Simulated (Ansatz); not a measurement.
The starting structures come from a database of crystals and need not be the phases stable at ambient conditions.

Inside the gap of an insulator the Bloch states are evanescent, with a wavenumber k + iκ along the transport direction.

Consider the following.

```yaml
crystal:
  lattice:
    - [3.89309, 0.00000, 0.00000]
    - [1.94654, 7.12797, 0.00000]
    - [1.94654, 0.53157, 3.32935]
  atoms:
    - { symbol: Sr, position: [0.76960, 0.69121, 0.76960] }
    - { symbol: Sr, position: [0.23040, 0.30879, 0.23040] }
    - { symbol: N, position: [0.50000, 0.50000, 0.50000] }
    - { symbol: Cl, position: [0.00000, 0.00000, 0.00000] }
```

Space group of this cell: R-3m. The cell is taken as given.

Transport runs along the normal of the first two printed cell vectors, the (101) plane of the conventional cell.

The gap is the functional's own. No spin-orbit coupling. Mid-gap values are interpolated on the energy grid.

**Question.** State the band gap and the smallest decay constant κ at mid-gap according to r2SCAN run with Ansatz (an electronic-structure program).

**Answer.** Gap 2.19 eV on a 10×10×10 mesh; κ = 0.246 1/Å, at the zone centre.
